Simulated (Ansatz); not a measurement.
V_O in rock-salt CaO: one set of geometries, relaxed with PBE, evaluated in Ansatz (PAW, plane waves to 420 eV, 500 eV under r2SCAN) with PBE, r2SCAN.

Cell and caveats: 64-site cell; 2×2×2 shifted k-points; start: the O site; charged states image-corrected; finite-size errors of tenths of an eV.

```json
[
 {"quantity": "host gap (eV)", "PBE": "3.66", "r2SCAN": "4.20"},
 {"quantity": "ε(+2/+1) above the VBM (eV)", "PBE": "1.38", "r2SCAN": "1.56"},
 {"quantity": "ε(+1/0) above the VBM (eV)", "PBE": "2.82", "r2SCAN": "3.24"},
 {"quantity": "largest moment on one atom at charge +1 (μB)", "PBE": "0.02", "r2SCAN": "0.02"},
 {"quantity": "neutral formation energy against O2 molecule in a box (eV)", "PBE": "6.68", "r2SCAN": "7.22"}
]
```

PBE narrows the gap by 0.54 eV against r2SCAN, the highest level run, and puts the levels 0.30 eV lower above the valence-band maximum on average.

Ansatz is an electronic-structure program.
